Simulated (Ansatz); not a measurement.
Results of r²SCAN+rVV10 in Ansatz (plane waves, PAW) for L1₂ (Cu3Au-type) Ni₃Al.

Run with plane-wave cutoff 560 eV, 16×16×16 k mesh, Fermi–Dirac smearing 0.05 eV, spin-polarised with parallel moments, scalar-relativistic PAW data made under PBE.

Energies at three volumes about the minimum:

```tsv
V (Å³/atom)	E − E_lowest (meV/atom)
10.651	2.93
10.868	0.00
11.086	2.71
```

Task: Fit a parabola by hand: where is the minimum, and what is the bulk modulus?

Result: Slopes: (0.00 − 2.93)/(10.868 − 10.651) = -13.502 and (2.71 − 0.00)/(11.086 − 10.868) = 12.431 meV/Å³. Curvature E″ = 2 × (12.431 − (-13.502))/(11.086 − 10.651) = 119.232 meV/Å⁶. From the middle of the first interval, the slope vanishes at V0 = 10.7595 − (-13.502)/119.232 = 10.873 Å³/atom. B = V0 E″ = 10.873 × 119.232 meV/Å³ × 0.1602 GPa per meV/Å³ = 208 GPa. The full Birch–Murnaghan fit to all volumes gives V0 = 10.869 Å³/atom and B0 = 207 GPa.

Measured, for comparison: bulk modulus 174 GPa (temperature not stated, not corrected to a static lattice; as tabulated in Zarkevich et al. (2023), arXiv:2304.06869); equilibrium volume per atom 11.39 Å³/atom (temperature not stated, not corrected to a static lattice; as tabulated in Tensorial elastic properties and stability of interface states associated with …). Computed (rounded) less measured: bulk modulus +19 %, equilibrium volume per atom -4.6 %.

Ansatz is an electronic-structure program.
